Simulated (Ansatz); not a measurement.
Given:

```
AgI
1.0
    0.00000     3.22493     3.22493
    3.22493     0.00000     3.22493
    3.22493     3.22493     0.00000
I Ag
1 1
Direct
  0.75000   0.75000   0.75000
  0.00000   0.00000   0.00000
```

No spin polarisation.

The values are results of Ansatz (an electronic-structure program), PBEsol, PAW, cutoff 420 eV, scalar-relativistic without spin-orbit coupling, not measurements. Γ-centred 9×9×9 mesh, Fermi–Dirac width 0.05 eV.

**Question.** Predict the space group, gap character, electron mass and band gap.

**Answer.** 
```json
{
 "space_group": "F-43m (No. 216)",
 "gap_character": "direct at Γ",
 "electron_mass": "0.15 mₑ (at Γ)",
 "band_gap": "1.20 eV"
}
```

With I present, leaving out spin-orbit coupling can change the band edges. Masses are band curvatures over ±0.01 Å⁻¹ around the edge. Whether these cells are dynamically stable was not tested. The cell was made from CuI by this change: Cu → Ag.
